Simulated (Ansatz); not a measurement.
How the smallest direct gap on the k points sampled of AlCl3 (C2/m, No. 12) moves with the method

No measured value is used here.

```json
[
 {"level (code)": "LDA (Ansatz)", "value (eV)": "5.08"},
 {"level (code)": "BLYP (Ansatz)", "value (eV)": "___"},
 {"level (code)": "PBEsol (Ansatz)", "value (eV)": "5.23"},
 {"level (code)": "B3LYP (VWN-RPA form) (Ansatz)", "value (eV)": "7.07"},
 {"level (code)": "HSE06 (Ansatz)", "value (eV)": "___"},
 {"level (code)": "PBE0 (Ansatz)", "value (eV)": "7.53"},
 {"level (code)": "G0W0@PBEsol (Ansatz)", "value (eV)": "8.09 ± 0.01"}
]
```

**Question.** Complete the blanks.

**Answer.** 
- BLYP (Ansatz, an electronic-structure program), value (eV): 5.31
- HSE06 (Ansatz), value (eV): 6.77

Computed values are for a static lattice.  A ± on a computed value is a rough bar: the spread of its extrapolation, a floor set from checks against published values, or a statistical error. Values are at the measured cell. Cutoffs and k meshes differ between the levels. Ansatz's density-functional and Hartree–Fock values are scalar-relativistic unless marked +SOC, with PAW data made under PBE.
